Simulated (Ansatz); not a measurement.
Start from BAs in the zinc blende structure (space group F-43m, No. 216; a = 4.7322 Å). Axes: x, y, z lie along the cube axes.

The values are results of LDA in Ansatz (plane waves to 420 eV, PAW, no spin-orbit coupling), not measurements.

Perturbation: every lattice vector is stretched by 3.00 %; the atoms relax in the strained cell.

Predict the stress tensor and what it implies for the stiffness.

Stress of the strained cell less that of the base (GPa, compression positive):
```
 -10.87    0.00    0.00
   0.00  -10.87    0.00
   0.00    0.00  -10.87
```

Then B = −ΔP/(ΔV/V₀) with ΔV/V₀ = 0.0927 gives secant stiffness values (nonlinear terms included at this strain): B ≈ 117 GPa.

As a check, the harmonic strain energy −½ V₀ Δσ:ε is 40 meV/atom; the computed energy rise is 45 meV/atom.

Stability against distortions was not tested.

Ansatz is a first-principles code.
